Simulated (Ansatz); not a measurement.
Take Cs$_{2}$GeF$_{6}$ (space group Fm-3m, No. 225; a = 8.9550 Å) as the base.

Level of theory: PBEsol (Ansatz, a program for electronic structure; PAW; 420 eV plane waves; no SOC), earlier PAW set.

Before the change:

The electron mass is 0.63 mₑ (at Γ). The band gap comes out as 6.33 eV. The gap character is direct at Γ.

The change: cell and atoms relaxed at a pressure of 10 GPa.

Q: How does this affect the electron mass, band gap and gap character?

A: The electron mass becomes 0.68 mₑ (at Γ) (base: 0.63 mₑ (at Γ)); the band gap grows by 0.17 eV (6.33 eV → 6.50 eV); the gap character changes from direct at Γ to indirect, K–Γ (43 % along) → Γ.

Load acts through the strain it causes; cell and atoms are relaxed under it. Masses are band curvatures over ±0.01 Å⁻¹ around the edge. Stability against distortions was not tested. No other phases were tried under pressure.
